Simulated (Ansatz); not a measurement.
Effect of isotropic strain −2.50 % on Ir

Take Ir in the fcc (Cu type) structure (space group Fm-3m, No. 225; a = 3.872 Å; relaxed with 0.1 eV smearing) as the base.

Perturbation: the cell is scaled by 0.9750 in all directions; the atoms relax in the strained cell.

Method: PBE (Ansatz, a quantum-chemistry and plane-wave program), no SOC. k-mesh 29×29×29 (Γ-centred); smearing 0.1 eV (Fermi–Dirac).

```tsv
quantity	base	changed	shift
space group	Fm-3m (No. 225)	Fm-3m (No. 225)	–
shortest interatomic distance	2.738 Å	2.669 Å	-0.0684 Å
energy relative to the base (free energy F)	0 meV/atom	+98 meV/atom	+98 meV/atom
pressure	0.0 GPa	31.9 GPa	+31.9 GPa
band gap	zero	zero	–
```

Final structure:

```
CELL_PARAMETERS angstrom
      0.00000     1.88739     1.88739
      1.88739     0.00000     1.88739
      1.88739     1.88739     0.00000
ATOMIC_POSITIONS crystal
  Ir 0.00000 0.00000 0.00000
```

Whether these cells are dynamically stable was not tested. The final runs are not spin-polarised.
